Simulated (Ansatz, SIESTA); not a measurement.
# Code comparison for ZrVCr (Imma, 6 atoms in the cell)

Self-consistent single point.

```xyz
6
Lattice="-2.5025 2.6723 3.6498 2.5025 -2.6723 3.6498 2.5025 2.6723 -3.6498" Properties=species:S:1:pos:R:3 pbc="T T T"
Zr     2.5025    -1.3361     2.7555
Zr     0.0000     4.0084     0.8943
V      0.0000     0.0000     3.6498
V      2.5025     0.0000     0.0000
Cr     1.2513     1.3361     1.8249
Cr    -1.2513     1.3361     1.8249
```

Shared settings, as Ansatz (a quantum-chemistry and plane-wave program) writes them: kpoints.mp_grid.grid = 7 7 7; scf.occupations.method = gaussian; scf.occupations.width = 0.1 eV. Potentials and cutoffs stand in the table.

| code | model | pressure (GPa) | largest force (eV/Å) | cutoff |
|---|---|---|---|---|
| SIESTA | GGA PBEsol, numerical atomic orbitals DZP, PseudoDojo PBEsol standard norm-conserving potentials (rewritten from UPF to PSML) | -10.54 | 0.020 | grid 350 Ry |
| Ansatz | PBEsol, PAW files made with PBE | -9.82 | 0.020 | default |

On Ansatz's run: spin polarisation is off.

The spread over the programs that give each value: pressure within 0.72 GPa; largest force within 0.000 eV/Å.

SIESTA uses small atom-centred bases, whose incompleteness enters pressures, forces and empty levels differently from a plane-wave cutoff. Ansatz's pressure is given at a fixed set of plane waves, as the other plane-wave codes print theirs; with its correction for the finite basis it is -9.77 GPa.

On the base mesh (5 5 5) the same programs gave: Ansatz pressure -9.77 GPa; SIESTA pressure -10.49 GPa.

The starting cell comes from a database of computed structures (which also holds hypothetical and non-ambient phases and stackings), without a prior relaxation at this level. Its lattice was rescaled by a random factor within 2.5 % of one.

Left out of this page: Elk (not drawn, or without a comparable value).

Keys are those of Ansatz 0.2.
